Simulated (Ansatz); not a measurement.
Take PbTe in the rock salt structure (space group Fm-3m, No. 225) as the base.

```
PbTe
1.0
    0.00000     3.18980     3.18980
    3.18980     0.00000     3.18980
    3.18980     3.18980     0.00000
Te Pb
1 1
Direct
  0.50000   0.50000   0.50000
  0.00000   0.00000   0.00000
```

Cartesian axes are those of the cell as printed.

Computed with plane-wave PAW DFT at the LDA level (Ansatz, an electronic-structure program, 420 eV), spin-orbit coupling left out.

Before the change:

The pressure is 0.00 GPa, the band gap is 0.57 eV and the hole mass is 0.33 mₑ along k, 0.065 mₑ across (at L).

Perturbation: biaxial strain −0.83 %, plane normal [111], relaxed out of plane (Cartesian); in-plane vectors clamped, the third vector and the atoms free.

Question: How does this affect the pressure, band gap, out-of-plane strain and hole mass?

Answer: The pressure (mean of the normal stresses, compression positive) goes from zero to 0.37 GPa; the band gap shrinks by 0.14 eV (0.57 eV → 0.43 eV); the out-of-plane strain is +0.91 %; the hole mass becomes 0.29 mₑ along k, 0.062 mₑ across (at L) (base: 0.33 mₑ along k, 0.065 mₑ across (at L)).

Spin-orbit coupling, missing from the scalar runs, can matter with Pb and Te. Masses are band curvatures over ±0.01 Å⁻¹ around the edge. Along k means along the line from Γ to the band edge. No phonon test of stability was made.
